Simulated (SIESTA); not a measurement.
SIESTA run on a (001) slab of TiSb (cut from a parent of space group no. 186; 4 atoms in the cell): self-consistent single point.

Computed with GGA PBE, numerical atomic orbitals DZP, PseudoDojo PBE standard norm-conserving potentials (rewritten from UPF to PSML) in SIESTA.

The change in words: non-collinear run, moments along x (1 1 0 0 μB); Spin: default → non-colinear; DM.InitSpin: default → [1 1.00 90.00 0.00, 2 1.00 90.00 0.00, 3 0.00 90.00 0.00, 4 0.00 90.00 0.00]. Reference geometry:
```yaml
crystal:
  lattice:
    - [4.52650, 0.00000, 0.00000]
    - [-2.26325, 3.92007, 0.00000]
    - [0.00000, 0.00000, 16.63490]
  atoms:
    - { symbol: Ti, position: [0.66667, 0.33333, 0.58351] }
    - { symbol: Ti, position: [0.33333, 0.66667, 0.36069] }
    - { symbol: Sb, position: [0.66667, 0.33333, 0.41649] }
    - { symbol: Sb, position: [0.33333, 0.66667, 0.63931] }
```

Reference input (self-consistent single point, DFT, GGA PBE, numerical atomic orbitals DZP, PseudoDojo PBE standard norm-conserving potentials (rewritten from UPF to PSML)): XC.functional = GGA; XC.authors = PBE; potentials = PseudoDojo PBE standard; PAO.BasisSize = DZP; PAO.EnergyShift = 0.005 Ry; MeshCutoff = 300 Ry; kgrid.MonkhorstPack = 7 7 1; OccupationFunction = FD; ElectronicTemperature = 136 meV; Slab.DipoleCorrection = vacuum; MaxSCFIterations = 150; SCF.Mixer.Method = Pulay. This run's input differs from it in these lines:

```diff
@@ -37,2 +37,9 @@
 Slab.DipoleCorrection        vacuum
+Spin                         non-colinear
+%block DM.InitSpin
+  1 1.00 90.00 0.00
+  2 1.00 90.00 0.00
+  3 0.00 90.00 0.00
+  4 0.00 90.00 0.00
+%endblock DM.InitSpin
```

Log, with long lists cut:

```
        iscf     Eharris(eV)        E_KS(eV)     FreeEng(eV)     dDmax    Ef(eV) dHmax(eV)
   scf:    1    -8127.312236    -8158.938729    -8159.308818  0.863193 -3.585835 23.555131
     spin moment: {S} , |S| = {    1.76578    0.00000    0.00000 }     1.76578
Dipole moment in unit cell =       0.0000       0.0000      71.2263 D
Electric field for dipole correction =    -0.000000    -0.000000    -9.090645 eV/Ang/e
   scf:    2    -7339.175482    -7929.754497    -7930.266843  0.518545 -4.597736 89.761614
     spin moment: {S} , |S| = {    2.55525   -0.00000    0.00000 }     2.55525
   [... lines left out ...]
Electric field for dipole correction =     0.000000     0.000000     0.110785 eV/Ang/e
   scf:   43    -8174.351959    -8174.351961    -8174.723968  0.000010 -4.074691  0.000012
     spin moment: {S} , |S| = {    1.91887   -0.00000    0.00000 }     1.91887
Dipole moment in unit cell =      -0.0000      -0.0000      -0.8680 D
Electric field for dipole correction =     0.000000     0.000000     0.110786 eV/Ang/e
   scf:   44    -8174.351957    -8174.351959    -8174.723968  0.000004 -4.074685  0.000008
     spin moment: {S} , |S| = {    1.91886   -0.00000    0.00000 }     1.91886
SCF Convergence by DM+H criterion
max |DM_out - DM_in|         :     0.0000041382
max |H_out - H_in|      (eV) :     0.0000077226
SCF cycle converged after 44 iterations

Using DM_out to compute the final energy and forces
Dipole moment in unit cell =      -0.0000      -0.0000      -0.8680 D
Electric field for dipole correction =     0.000000     0.000000     0.110786 eV/Ang/e

siesta: E_KS(eV) =            -8174.3520

siesta: E_KS - E_eggbox =     -8174.3520

siesta: Atomic forces (eV/Ang):
     1   -0.000068    0.000039    0.150454
     2    0.000055   -0.000031    0.553339
     3   -0.000050    0.000028   -0.269335
     4    0.000063   -0.000035   -0.437370
   Tot   -0.000000    0.000001   -0.002912
   Max    0.553339
   Res    0.222234    sqrt( Sum f_i^2 / 3N )
   Max    0.553339    constrained

   [... lines left out ...]
siesta: FreeEng =     -8174.723968
   [... lines left out ...]

siesta: Cell volume =        295.172629 Ang**3

siesta: Pressure (static):
siesta:                Solid            Molecule  Units
siesta:          -0.00007890         -0.00005783  Ry/Bohr**3
siesta:          -0.00724386         -0.00530930  eV/Ang**3
siesta:         -11.60594590         -8.50643245  kBar

siesta: Electric dipole (a.u.)  =   -0.000000   -0.000000   -0.341505
siesta: Electric dipole (Debye) =   -0.000000   -0.000000   -0.868018
```

The run converged in 44 iterations. Against the reference run the free energy falls by 68.3 meV/atom, the largest force goes from 0.701 to 0.553 eV/Å and a net moment of 0.48 μB/atom forms.

The starting cell was generated: these elements placed on a structure prototype, without a prior relaxation; it need not be a known phase or ordering of this composition. The slab is cut from that crystal, and its faces are unrelaxed. Values carry the incompleteness of an atom-centred basis.

Cost on one core of a shared machine: roughly 3 min.
